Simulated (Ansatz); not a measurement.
# What biaxial strain −3.00 %, plane normal [001], relaxed out of plane does to CdS

Consider CdS in the zinc blende structure (space group F-43m, No. 216; a = 5.878 Å). Axes: x, y, z lie along the cube axes.

One thing is altered: biaxial strain −3.00 %, plane normal [001], relaxed out of plane (Cartesian); in-plane vectors clamped, the third vector and the atoms free.

Method: Ansatz (a first-principles code) r2SCAN, spin-orbit coupling left out. Γ-centred 10×10×10 mesh, Fermi–Dirac width 0.05 eV.

| quantity | base | changed | shift |
|---|---|---|---|
| volume per atom | 25.38 Å³ | 24.91 Å³ | -0.47 Å³ |
| energy relative to the base (free energy F) | 0 meV/atom | +7.1 meV/atom | +7.1 meV/atom |
| pressure (mean of the normal stresses, compression positive) | 0.1 kbar | 10.2 kbar | +10.1 kbar |
| band gap | 1.54 eV | 1.49 eV | -0.05 eV |
| gap character | direct at Γ | direct at Γ | – |
| electron mass | 0.15 mₑ (at Γ) | 0.15 mₑ (at Γ) | – |
| valence-band top at Γ (three highest levels, from the VBM) | 0.00, 0.00, 0.00 eV | 0.00, 0.00, -0.26 eV | – |
| out-of-plane strain | – | +4.32 % | – |
| ratio −ε⊥/ε∥ | – | 1.44 | – |
| mean in-plane stress (compression positive) | – | +1.5 GPa | – |

Effective masses come from finite differences of ±0.01 Å⁻¹. Whether these cells are dynamically stable was not tested. Labels are those of the standard path for the cell's own space group.
